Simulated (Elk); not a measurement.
A self-consistent single point of Mo3Os (Pm-3n, 8 atoms in the cell) with Elk.

Method: Elk with PBEsol, all-electron FP-LAPW, Elk's shipped species files, APW+lo basis with extra local orbitals.

```xyz
8
Lattice="4.9763 0.0000 0.0000 0.0000 4.9763 0.0000 0.0000 0.0000 4.9763" Properties=species:S:1:pos:R:3 pbc="T T T"
Mo     1.2441     0.0000     2.4881
Mo     3.7322     0.0000     2.4881
Mo     2.4881     3.7322     0.0000
Mo     2.4881     1.2441     0.0000
Mo     0.0000     2.4881     3.7322
Mo     0.0000     2.4881     1.2441
Os     0.0000     0.0000     0.0000
Os     2.4881     2.4881     2.4881
```

Reference input (self-consistent single point, DFT, LDA (PW92), all-electron FP-LAPW, Elk's shipped species files, APW+lo basis with extra local orbitals): xctype = 3; rgkmax = 8; stype = 0; swidth = 0.00734986 Ha; ngridk = 5 5 5; tforce = true; gmaxvr = 18 1/bohr; lmaxapw = 10; lmaxo = 8; nxlo = 2; lorbcnd = true; lradstp = 2. This run's input differs from it in these lines:

```diff
@@ -4,3 +4,3 @@
 xctype
-  3
+  22
```

Output, abridged:

```
│ Self-consistent loop started │
│ Loop number : 1 │
 total energy                :     -58864.1753999
│ Loop number : 2 │
 total energy                :     -58863.3332594
RMS change in Kohn-Sham potential (target) :   0.1284963098     (  0.1000000000E-05)
Absolute change in total energy (target)   :   0.8421405301     (  0.1000000000E-03)
│ Loop number : 3 │
 total energy                :     -58864.7749298
RMS change in Kohn-Sham potential (target) :   0.1209024518     (  0.1000000000E-05)
Absolute change in total energy (target)   :    1.231135289     (  0.1000000000E-03)
│ Loop number : 4 │
   [... lines left out ...]
Absolute change in total energy (target)   :   0.2561286965E-03 (  0.1000000000E-03)
│ Loop number : 16 │
 total energy                :     -58838.8110247
RMS change in Kohn-Sham potential (target) :   0.1405845132E-06 (  0.1000000000E-05)
Absolute change in total energy (target)   :   0.1910347273E-03 (  0.1000000000E-03)
│ Loop number : 17 │
 total energy                :     -58838.8110580
RMS change in Kohn-Sham potential (target) :   0.5909475088E-07 (  0.1000000000E-05)
Absolute change in total energy (target)   :   0.1445005182E-04 (  0.1000000000E-03)
Convergence targets achieved

│ Loop number : 18 │

Energies :
 Fermi                       :     0.567507598053
 total energy                :     -58838.8110546

Density of states at Fermi energy :    248.2987033
 (states/Hartree/unit cell)

Estimated indirect band gap :   0.2278369143E-02
 from k-point      9 to k-point     10
Estimated direct band gap   :   0.2656121056E-02
 at k-point      9

Charges :
 core                        :    260.0000000
 valence                     :    144.0000000
 interstitial                :    20.49014482
 muffin-tins (core leakage)
  species :    1 (Mo)
   atom    1                 :    39.29018597     (  0.7037859053E-05)
   atom    2                 :    39.29018597     (  0.7037859053E-05)
   atom    3                 :    39.29018597     (  0.7037859053E-05)
   [... lines left out ...]
   total force               :     0.00000000   -0.00000000    0.00000000
   total magnitude           :     0.00000000
  atom :    2
   Hellmann-Feynman          :    -0.00000000    0.00000000    0.00000000
   IBS                       :     0.00000000   -0.00000000    0.00000000
   total force               :     0.00000000   -0.00000000    0.00000000
   total magnitude           :     0.00000000
```

The run converged in 18 iterations. The count includes the last loop, which Elk runs after its targets are met. 

The starting cell comes from a database of computed structures (which also holds hypothetical and non-ambient phases and stackings), without a prior relaxation at this level. Spin-orbit coupling is off. Spin polarisation is off. Values depend on the basis (sphere radii, cutoffs, local orbitals), which need not be converged. The log's line on a gap gives a spacing of levels on this mesh, which the program prints for metals too.

Cost on one core of a shared machine: roughly 6 min.
